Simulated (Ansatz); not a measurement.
Start from GaSb in the zinc blende structure (space group F-43m, No. 216; a = 6.134 Å).

Computed with r2SCAN (Ansatz, a first-principles code), no spin-orbit coupling, earlier PAW set.

Before the change:

* **Gap between the host's bands**: 0.41 eV
* **Gap character**: direct at Γ

Perturbation: 0.0577 electrons added to each cell, a density of 1.0×10^21 cm⁻³, with a uniform compensating background at fixed cell and a 300 K Fermi–Dirac width.

**Question.** What does the calculation give for the gap between the host's bands after the change?

**Answer.** The gap between the host's bands is nearly the same (0.41 eV against 0.42 eV).

**Question.** How does this affect the Fermi level from band edge?

**Answer.** The Fermi level relative to the doped band's edge (positive inside the band; to 0.05 eV) amounts to +0.70 eV.

**Question.** Estimate the effect on the gap character.

**Answer.** The gap character stays direct at Γ.

Carriers are added with a uniform compensating background; total energy and stress of such cells depend on the potential's zero and are not compared; many-body gap narrowing is missing at this level. Spin-orbit coupling, missing from the scalar runs, can matter with Sb. Whether these cells are dynamically stable was not tested.
